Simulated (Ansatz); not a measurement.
Functionals compared on the (110) surface of bcc V, clean 1x1 (bottom of the slab: a bare face, its two planes held), in Ansatz (plane waves, PAW). The structure was relaxed with PBE; the other rows are single points on it. Cutoff 420 eV (500 eV for r2SCAN).

Model: 6-atom slab, 10.6 Å thick at the start, 15x15x1 mesh, Fermi-Dirac 0.1 eV, dipole correction, 2 atoms held, the rest relaxed; start symmetry kept, larger cells not searched; no spin, no spin-orbit, no U. These notes are the PBE run's.

| functional | work function of the top face (eV) | rough cost of the single point |
|---|---|---|
| PBE | 4.73 | – |
| LDA | 4.95 | around 40 core-seconds (rough) |
| PBEsol | 4.82 | roughly 40 core-seconds |
| RPBE | 4.61 | about 40 core-seconds (a rough figure) |
| r2SCAN | … | about 60 core-seconds (a rough figure) |

Question: Fill in the missing entries.

Answer: 
- r2SCAN, work function of the top face (eV): 4.85

Ansatz is an electronic-structure program.
